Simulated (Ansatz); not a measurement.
Take HfO$_{2}$ in the rutile structure (space group P4_2/mnm, No. 136; a = 4.830 Å, c = 3.210 Å; a cell from a computed database, its experimental status unchecked) as the base.

Levels (all Ansatz, an electronic-structure program, PAW): PBEsol (420 eV, spin-orbit coupling left out); r2SCAN (500 eV, scalar-relativistic without spin-orbit coupling); HSE06 (420 eV, no spin-orbit coupling).

One geometry, relaxed with PBEsol, under each level:

```json
[
 {"level": "PBEsol", "band gap": "3.89 eV", "lowest conduction level above the VBM at special points": "Γ 3.89 eV; R 4.12 eV; M 4.16 eV; X 4.58 eV", "pressure": "0.00 GPa"},
 {"level": "r2SCAN", "band gap": "4.56 eV", "lowest conduction level above the VBM at special points": "Γ 4.56 eV; R 4.77 eV; M 4.78 eV; X 5.21 eV", "pressure": "1.64 GPa"},
 {"level": "HSE06", "band gap": "?", "lowest conduction level above the VBM at special points": "?", "pressure": "–"}
]
```

Task: Give the withheld HSE06 results.

Result: 
- HSE06, band gap: 5.66 eV
- HSE06, lowest conduction level above the VBM at special points: Γ 5.66 eV; R 5.89 eV; M 5.93 eV

Single points use the geometry relaxed with PBEsol. Their cutoffs differ, which shifts pressures a little. With Hf present, leaving out spin-orbit coupling can change the band edges. Stability against distortions was not tested. This is not the structure that HfO2 has at room temperature and ambient pressure.
